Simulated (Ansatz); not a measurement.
Given:

End structure of the (321) surface of bcc K in its 1x1 cell, outermost plane spacing 1.41 Å in the ideal cut:

```xyz
8
Lattice="4.5726 0.0000 0.0000 -1.5242 11.4061 0.0000 0.0000 0.0000 26.0000" Properties=species:S:1:pos:R:3 pbc="T T T"
K      3.3463     4.1104     8.3586
K      1.4123     8.1576     9.3171
K      1.3185     0.7830    10.8843
K      0.2541     4.9563    12.4312
K      2.7943     8.8940    13.5688
K      3.2541     1.6611    15.1157
K      1.6361     5.6926    16.6829
K     -0.2978     9.7398    17.6414
```

Slab: 8 atoms, 9.9 Å thick at the start (thin: gaps and levels are the slab's own); k 8x4x1, smearing 0.1 eV, dipole-corrected; all atoms relaxed; held to the start's symmetry, so lower structures may exist; no spin, no spin-orbit, no U.

Predict the work function of the top face from Ansatz (an electronic-structure program) with PBE.

2.33 eV

Estimate the surface energy (mean of both faces) that PBE returns for this input.

0.12 J/m²
